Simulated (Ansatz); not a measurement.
Bi2SiO5 (model structure, Cmcm, No. 63, 16 atoms in the cell) was calculated with PBEsol+SOC (plane waves, PAW; Ansatz, a first-principles code).

Run with plane-wave cutoff 520 eV, 6×6×6 k mesh, Fermi–Dirac smearing 0.01 eV, PAW data made under PBE.

Cell (relaxed with PBEsol):

```yaml
crystal:
  lattice:
    - [7.53346, -2.74356, 0.00000]
    - [7.53346, 2.74356, 0.00000]
    - [0.00000, 0.00000, 5.29091]
  atoms:
    - { symbol: Si, position: [0.68233, 0.31767, 0.75000] }
    - { symbol: Si, position: [0.31767, 0.68233, 0.25000] }
    - { symbol: Bi, position: [0.61578, 0.05426, 0.25000] }
    - { symbol: Bi, position: [0.38422, 0.94574, 0.75000] }
    - { symbol: Bi, position: [0.94574, 0.38422, 0.25000] }
    - { symbol: Bi, position: [0.05426, 0.61578, 0.75000] }
    - { symbol: O, position: [0.25108, 0.25108, 0.00000] }
    - { symbol: O, position: [0.74892, 0.74892, 0.50000] }
    - { symbol: O, position: [0.74892, 0.74892, 0.00000] }
    - { symbol: O, position: [0.25108, 0.25108, 0.50000] }
    - { symbol: O, position: [0.73409, 0.07956, 0.75000] }
    - { symbol: O, position: [0.26591, 0.92044, 0.25000] }
    - { symbol: O, position: [0.92044, 0.26591, 0.75000] }
    - { symbol: O, position: [0.07956, 0.73409, 0.25000] }
    - { symbol: O, position: [0.50000, 0.50000, 0.00000] }
    - { symbol: O, position: [0.50000, 0.50000, 0.50000] }
```

Problem. What does this level give for the band gap?

Solution. 
- band gap = 2.31 eV (on the SCF k mesh)

Note: the relaxation could raise the start's symmetry but not lower it, so the cell can be a saddle point; cell and atoms aren't relaxed at this level (largest force component 0.14 eV/Å, pressure 0.3 GPa).

The computed numbers hold no vibrational or temperature effects.

A model structure was made by putting elements into a prototype or built by hand; it is no filed structure, need not be a known phase, and can be a saddle point held by its symmetry.
